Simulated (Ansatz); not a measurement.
Base system: SrHfO3 in the cubic perovskite structure (space group Pm-3m, No. 221).

Space group Pm-3m (No. 221); a = b = c = 4.1058 Å, α = β = γ = 90.00°

```csv
atom,site,symmetry,x,y,z
Sr,1b,m-3m,0.5000,0.5000,0.5000
Hf,1a,m-3m,0.0000,0.0000,0.0000
O,3d,4/mm.m,0.0000,0.0000,0.5000
```

Levels (all Ansatz, a first-principles code, PAW): PBEsol (420 eV, scalar-relativistic without spin-orbit coupling); HSE06 (420 eV, scalar-relativistic without spin-orbit coupling).

The geometry is relaxed with PBEsol.

| Item | Value |
|---|---|
| PBEsol band gap | 3.72 eV |

With HSE06 at the same geometry, the band gap goes up by 1.66 eV (3.72 eV → 5.38 eV).

Single points use the geometry relaxed with PBEsol. HSE06 was sampled on its mesh, a few special points and the semilocal edge points, so its gap is an upper bound. With Hf present, leaving out spin-orbit coupling can change the band edges. Whether these cells are dynamically stable was not tested. Many cubic perovskites are stable only at high temperature; tilts and polar distortions were not tested.
